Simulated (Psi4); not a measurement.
Psi4 1.11, HF/def2-svp: Nb(NH)(OMe)(OSiH3)2 (C[O][Nb](=[NH])([O][SiH3])[O][SiH3]), 18 atoms. The geometry is a generated start, not checked to be a minimum at this level.

```json
{
 "task": "energy",
 "method": "scf",
 "basis": "def2-svp",
 "memory": "3 GB",
 "maxiter": "100",
 "keys_of_the_molecule_block": "symmetry c1",
 "scf_type": "df (default)",
 "diis_max_vecs": "10 (default)",
 "e_convergence": "1e-06 (default)",
 "d_convergence": "1e-06 (default)",
 "effective_core_potentials": "those of the basis set, past Kr",
 "basis_functions": "187"
}
```

```xyz
18

Nb    -0.3291    -0.1730     0.0195
N     -1.3065    -1.6563    -0.0438
H     -1.9273    -2.4618    -0.1071
O     -1.2629     1.2476    -0.5992
C     -2.3081     1.9398    -1.1911
H     -3.1306     1.2446    -1.4233
H     -2.6757     2.7219    -0.5121
H     -1.9612     2.4117    -2.1201
O      0.2428    -0.0060     1.8179
Si     0.7412    -0.0819     3.3518
H     -0.2103     0.7087     4.1488
H      2.0859     0.5168     3.3854
H      0.7613    -1.4960     3.7545
O      1.1789    -0.5239    -1.0778
Si     2.2976    -1.0101    -2.1358
H      3.6043    -0.6728    -1.5508
H      2.0612    -0.2524    -3.3768
H      2.1385    -2.4570    -2.3401
```

Charge 0 and multiplicity 1 are set for this test and not shown to be the ground state.

With the defaults (damping_percentage = 0, diis = true, scf_initial_accelerator = adiis, guess = auto, which took SAD, level_shift = 0, level_shift_cutoff = 0.01) it converges in 11 SCF iterations. One run each on 2 threads, with these changes:
- guess = gwh
- scf_initial_accelerator = ediis
- guess = huckel
- level_shift = 0.1, level_shift_cutoff = 0.001
- guess = core
- guess = sadno
- damping_percentage = 60, diis = false, scf_initial_accelerator = none
- damping_percentage = 60
- guess = sapgau

**Question.** Which of these changes keep the SCF from converging, or lead it to another solution?

**Answer.** No convergence: damping_percentage = 60; damping_percentage = 60, diis = false, scf_initial_accelerator = none (the run ends without SCF convergence in 100 iterations). The rest reach the solution of the defaults.

```tsv
setting	SCF iterations	end
the defaults	11	same solution
level_shift = 0.1, level_shift_cutoff = 0.001	11	same solution
scf_initial_accelerator = ediis	11	same solution
guess = sadno	12	same solution
guess = huckel	12	same solution
guess = gwh	16	same solution
guess = core	17	same solution
guess = sapgau	22	same solution
damping_percentage = 60	100	no convergence
damping_percentage = 60, diis = false, scf_initial_accelerator = none	100	no convergence
```
